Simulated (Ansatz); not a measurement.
Consider Cu₃Si (space group P6_3/mmc, No. 194; a = 5.114 Å, c = 4.080 Å; a cell from a computed database, its experimental status unchecked).

The values are results of PBEsol (Ansatz, an electronic-structure program, PAW, no SOC), not measurements.

For the base:

```
Quantity            Value
---------------  --------
Volume per atom  11.55 Å³
```

Now apply this change: a hydrostatic pressure of 0.3 GPa.

What does the calculation give for the volume per atom after the change?

The volume per atom shrinks by 0.02 Å³, from 11.55 Å³ to 11.53 Å³.

Load acts through the strain it causes; cell and atoms are relaxed under it. No phonon test of stability was made. All final runs are without spin polarisation.
